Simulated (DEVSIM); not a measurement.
**Si/Ge n-p heterojunction**

Structure: Si/Ge n-p heterojunction, at 300 K.

```tsv
layer (left to right)	material	thickness (μm)	Nd (cm⁻³)	Na (cm⁻³)	τn (s)	τp (s)
1	Si	0.0510	1.2e17	-	1.2e-7	1.2e-7
2	Ge	1.90	-	1.6e16	1.2e-7	1.2e-7
```

Left contact: ohmic. Right contact: ohmic. Voltage is applied to the left contact. Recombination: SRH at mid-gap, Auger. Mobility is constant in doping.

The device is made up for the run: typed textbook-type constants, with dimensions and the other settings drawn at random. Values at 300 K.

| parameter | Si | Ge |
|---|---|---|
| gap (eV) | 1.124 | 0.664 |
| affinity (eV) | 4.05 | 4 |
| permittivity | 11.7 | 16 |
| Nc (cm⁻³) | 2.86e19 | 1.04e19 |
| Nv (cm⁻³) | 3.1e19 | 6e18 |
| μn (cm²/Vs) | 1417 | 3900 |
| μp (cm²/Vs) | 470 | 1900 |
| Cn (cm⁶/s) | 2.8e-31 | 1e-31 |
| Cp (cm⁶/s) | 9.9e-32 | 1e-31 |

Model (solved in DEVSIM): 1D drift-diffusion, Boltzmann statistics, complete ionisation; no tunnelling, impact ionisation, image-force lowering or self-heating. Band offsets follow the typed affinities; no thermionic-emission limit at abrupt steps, no polarisation charge.

| Property | Value |
|---|---|
| Potential step across the device at zero bias | 0.319 V |
| Largest field in the device at zero bias | 39000 V/cm |
| Dark forward voltage at 1 A/cm² | 0.155 V |
| Dark forward voltage at 100 A/cm² | 0.277 V |

Dark forward current:

(V (V), J (A/cm²)): (-0.05, -0.015); (-0.10, -0.12); (-0.15, -0.81); (-0.20, -5.6); (-0.25, -37); (-0.30, -240); (-0.35, -1300); (-0.40, -5000)
